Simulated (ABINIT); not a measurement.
# Several settings converged on ScB₂ (P6mm, 3 atoms in the cell)

```xyz
3
Lattice="3.1297 0.0000 0.0000 -1.5648 2.7104 0.0000 0.0000 0.0000 3.5177" Properties=species:S:1:pos:R:3 pbc="T T T"
Sc     0.0000     0.0000     0.0500
B      1.5648     0.9035     1.7589
B      0.0000     1.8069     1.7589
```

Base method: PBEsol, norm-conserving pseudopotentials (PseudoDojo nc-sr-04 PBEsol standard) (plane waves; ABINIT 10.0.3).

Base settings: pseudos = [Sc.upf, B.upf]; ecut = 78 Ry; occopt = 7; tsmear = 0.00367493 Ha; ngkpt = 6 6 5; nshiftk = 1; shiftk = 0 0 0; potentials = PseudoDojo nc-sr-04 PBEsol standard; nband = 14; kptopt = 1.

The count of work is k-points × plane waves × bands × iterations; it is no time. 

**The k-point mesh**

The second cell is the first with its lattice scaled by 0.98.

Only quantities that move along the ladder and can be compared are tabulated.

| ngkpt | free energy less the last step's (meV/atom) | energy of the compressed cell less the first (meV/atom) | pressure (GPa) | largest difference of a force vector from the last step's (eV/Å) | count of work / last |
|---|---|---|---|---|---|
| 2 2 2 | 210.76 | 4.34 | -4.86 | 0.141 | 0.023 |
| 3 3 3 | 140.58 | 16.94 | -1.59 | 0.156 | 0.068 |
| 5 5 4 | -12.85 | 15.00 | -2.20 | 0.010 | 0.14 |
| 6 6 5 | 2.70 | 16.35 | -1.84 | 0.018 | 0.22 |
| 8 8 6 | -1.95 | 16.21 | -1.87 | 0.009 | 0.42 |
| 12 12 9 | 0.00 | 16.66 | -1.76 | 0.000 | 1.0 |

Coarsest ngkpt that holds the free energy within 5 meV/atom of the last step, with all finer ones: 6 6 5, at 0.22 of the last step's count of work; the step before is off by 13 meV/atom.

Coarsest ngkpt that holds the pressure within 0.5 GPa of the last step, with all finer ones: 3 3 3, at 0.068 of the last step's count of work; the step before is off by 3.1 GPa.

Coarsest ngkpt that holds the energy of the compressed cell less the first within 2 meV/atom of the last step, with all finer ones: 3 3 3, at 0.068 of the last step's count of work; the step before is off by 12 meV/atom.

**The k-point mesh at a smearing width of 0.02 eV**

In this ladder: tsmear = 0.00073499 Ha.

Only quantities that move along the ladder and can be compared are tabulated.

| ngkpt | free energy less the last step's (meV/atom) | largest difference of a force vector from the last step's (eV/Å) | count of work / last |
|---|---|---|---|
| 4 4 3 | 11.77 | 0.005 | 0.017 |
| 6 6 5 | 3.16 | 0.007 | 0.034 |
| 9 9 7 | -0.60 | 0.008 | 0.079 |
| 13 13 10 | 0.33 | 0.007 | 0.21 |
| 16 16 12 | 0.26 | 0.010 | 0.34 |
| 24 24 18 | 0.00 | 0.000 | 1.0 |

Coarsest ngkpt that holds the free energy within 2 meV/atom of the last step, with all finer ones: 9 9 7, at 0.079 of the last step's count of work; the step before is off by 3.2 meV/atom.

Coarsest ngkpt that holds the forces within 0.005 eV/Å: not settled: the last two steps still differ by 0.010 eV/Å, over half the tolerance, so the ladder does not show it.

**The k-point mesh at a smearing width of 0.3 eV**

In this ladder: tsmear = 0.0110248 Ha.

Only quantities that move along the ladder and can be compared are tabulated.

```csv
ngkpt,free energy less the last step's (meV/atom),pressure (GPa),largest difference of a force vector from the last step's (eV/Å),count of work / last
4 4 3,7.82,-1.89,0.018,0.042
6 6 5,-1.76,-1.83,0.028,0.11
9 9 7,-1.61,-1.73,0.011,0.25
13 13 10,-0.04,-1.70,0.000,0.60
16 16 12,0.00,-1.70,0.000,1.0
```

Coarsest ngkpt that holds the forces within 0.005 eV/Å of the last step, with all finer ones: 13 13 10; the step before is off by 0.011 eV/Å.

Coarsest ngkpt that holds the pressure within 0.1 GPa of the last step, with all finer ones: 9 9 7, at 0.25 of the last step's count of work; the step before is off by 0.12 GPa.

Coarsest ngkpt that holds the free energy within 2 meV/atom of the last step, with all finer ones: 6 6 5, at 0.11 of the last step's count of work; the step before is off by 7.8 meV/atom.

On the base run: the starting cell comes from a database of computed structures (which also holds hypothetical and non-ambient phases and stackings), without a prior relaxation at this level. Its lattice was rescaled by up to half a per cent. One atom was moved a little off its site on purpose. Without a gap this mesh is coarse (it stands for a supercell whose shortest vector is 18 Å).
